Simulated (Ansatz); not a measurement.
**Nb in the diamond structure (space group Fd-3m, No. 227; a hypothetical phase, not in the database extracts checked)**

Nb has the cubic space group Fd-3m, origin choice 1 (No. 227), the diamond structure, Pearson symbol cF8. Lattice parameters: a = 5.8058 Å, b = 5.8058 Å, c = 5.8058 Å, α = 90.00°, β = 90.00°, γ = 90.00°. Nb on 8b is surrounded by 4 Nb at 2.514 Å (tetrahedral). (Neighbours: up to the widest gap in distance over summed covalent radii, below 1.35, at either atom.)
(The calculation used a cell of 2 atoms; values per cell refer to that cell.)

All numbers come from DFT with PBEsol, PAW potentials and a 420 eV plane-wave cutoff in Ansatz (a first-principles code), no SOC. k-mesh 14×14×14 (Γ-centred); smearing 0.05 eV (Fermi–Dirac).

- Volume per atom: 24.46 Å³
- Density: 6.31 g/cm³
- Band gap: zero
- Total energy: -4492.810 eV/atom (σ→0; compares only within this code and set-up)

Stability against distortions was not tested. All final runs are without spin polarisation.
